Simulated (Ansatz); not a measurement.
Structure of amorphous Ga$_{24}$O$_{38}$Si (periodic cell):

```xyz
63
Lattice="9.2743 0.0423 -0.1079 0.0423 9.2498 0.2622 -0.1079 0.2622 9.2222" Properties=species:S:1:pos:R:3 pbc="T T T"
Ga     8.4506     8.4240     7.8536
Ga     8.6635     4.5891     9.0224
Ga     6.0324     8.4170     0.3879
Ga     7.1543     1.1990     5.3742
Ga     3.3396     4.1616     7.6199
Ga     8.1039     4.0171     2.9997
Ga     1.0195     1.8327     8.0558
Ga     6.2862     6.6013     3.2319
Ga     2.4038     8.3552     9.0240
Ga     9.2138     6.9854     1.6281
Ga     3.5591     2.7871     3.1437
Ga     3.7317     1.5651     6.1987
Ga     4.5420     7.2384     6.6799
Ga     6.4357     1.2833     2.1081
Ga     0.7998     1.9174     4.6929
Ga     1.7445     4.9024     4.5355
Ga     3.3341     5.6671     1.5650
Ga     5.6531     4.1326     5.3970
Ga     9.1891     7.9391     4.4893
Ga     4.8290     8.8102     4.1848
Ga     3.8566     1.4978     0.1687
Ga     1.1841     6.3651     6.8428
Ga     6.8698     2.4222     8.0141
Ga     5.5717     5.6386     9.1171
O      4.5998     2.1483     1.7990
O      6.5418     4.7281     3.8507
O      0.6424     8.5695     2.8967
O      8.0066     7.7384     0.3725
O      2.7687     7.2383     7.4860
O      8.8088     0.6423     4.6890
O      2.2122     0.5304     0.9106
O      7.1997     0.5443     7.1014
O      5.7310     7.2805     8.2217
O      8.8801     5.0204     1.5884
O      5.2281     6.0531     1.7121
O      6.7869     4.3094     8.8219
O      6.0204     8.5522     2.3326
O      0.3017     5.9078     8.4024
O      1.9696     6.8769     1.1968
O      1.3831     6.6584     4.8598
O      0.3127     3.6853     4.3194
O      0.8530     9.2212     8.3215
O      8.7645     2.8141     8.3396
O      2.3258     2.9302     8.7723
O      5.9541     1.0277     3.9939
O      7.8834     2.3450     2.3817
O      2.0706     1.5470     3.3358
O      3.2986     8.4613     3.2865
O      5.4275     7.1670     4.8256
O      8.1439     6.8996     3.2837
O      6.9023     2.9363     6.1131
O      4.1575     2.9493     4.8932
O      4.0960     9.2245     9.0600
O      4.5341     2.5228     7.6190
O      1.8352     1.7857     6.2496
O      4.7702     5.2188     6.6409
O      6.3765     1.0725     0.2046
O      4.2884     9.1200     6.0284
O      2.8464     4.5391     3.0110
O      2.0116     4.6409     6.3816
O      3.7938     5.0587     9.2167
O      8.8280     7.4812     6.3028
Si     2.0833     9.3254     2.7057
```

Calculation: PBE, scalar-relativistic without spin-orbit coupling (plane waves to 420 eV, PAW; Ansatz, a quantum-chemistry and plane-wave program).

The cell was made by melting and quenching with the CHGNet potential and then relaxed with DFT. O atoms were pushed apart under 1.9 Å during the dynamics, to hinder bonds among them. The hot cell started wider than the set density and was brought back towards it in steps. It is the lowest in DFT energy of 2 quenches. It is a model cell: composition and starting density were chosen by hand, and all elements were melted together. No dispersion term was used. Its density started from a set value of 4.85 and ended at 4.85 g/cm³. The simulated quench (nominally 220 K/ps over its main leg) is rapid and tends to freeze in more defects than a deposited or slowly cooled glass has. A cell of this size samples the disorder only roughly. The volume was held where the preparation left it and the shape relaxed, at a PBE pressure of -0.6 GPa (tension). Stress components on the final sampling reach 0.6 GPa.

Cut-offs for bonds: Ga-Ga 2.68 Å, Ga-O 2.34 Å, Ga-Si 2.56 Å, O-O 1.58 Å, O-Si 2.12 Å, Si-Si 2.60 Å. Two cations that share two anions don't count as bonded, nor two that share one unless they lie closer than Ga-Ga 2.61 Å, Ga-Si 2.49 Å, Si-Si 2.38 Å.

### Question
Give the coordination numbers, mean bond lengths and angles.

### Answer

Mean coordination of Ga by anions: 4.50 (12 with 4, 12 with 5)
Mean coordination of O: 2.95 (3 with 2, 34 with 3, 1 with 4)
Mean coordination of Si by anions: 4.00 (1 with 4)
Mean Ga-O bond: 1.934 Å (spread 0.084 Å, 108 counted)
Mean O-Si bond: 1.642 Å (spread 0.048 Å, 4 counted)
Bond angle at Ga: mean 107.3°, spread 21.4°
Bond angle at O: mean 117.2°, spread 15.1°
Bond angle at Si: mean 109.4°, spread 3.6°

### Question
List the pairs of like atoms that count as bonded by the rules above.

### Answer
There are none by these rules.
